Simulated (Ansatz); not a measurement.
## MgIn2O4 (model structure, started from the defect chalcopyrite type, I-4, No. 82, 7 atoms in the cell): properties by level of theory

```
level (code)         equilibrium lattice constant a (Å)  c axis length (Å)  formation enthalpy (eV/atom)
-------------------  ----------------------------------  -----------------  ----------------------------
PBE (Ansatz)                                        [?]              9.982                           [?]
PBEsol (Ansatz)                                     [?]                [?]                        -1.696
PBE-D3(BJ) (Ansatz)                                 [?]                [?]                        -1.695
```

Some entries are withheld; supply them.


- PBE (Ansatz, a program for electronic structure), equilibrium lattice constant a (Å): 4.837
- PBE (Ansatz), formation enthalpy (eV/atom): -1.665
- PBEsol (Ansatz), equilibrium lattice constant a (Å): 4.771
- PBEsol (Ansatz), c axis length (Å): 9.897
- PBE-D3(BJ) (Ansatz), equilibrium lattice constant a (Å): 4.776
- PBE-D3(BJ) (Ansatz), c axis length (Å): 9.961

Ansatz's density-functional and Hartree–Fock values are scalar-relativistic unless marked +SOC, with PAW data made under PBE.

The computed numbers hold no vibrational or temperature effects.

A model structure was made by putting elements into a prototype or built by hand; it is no filed structure, need not be a known phase, and can be a saddle point held by its symmetry.
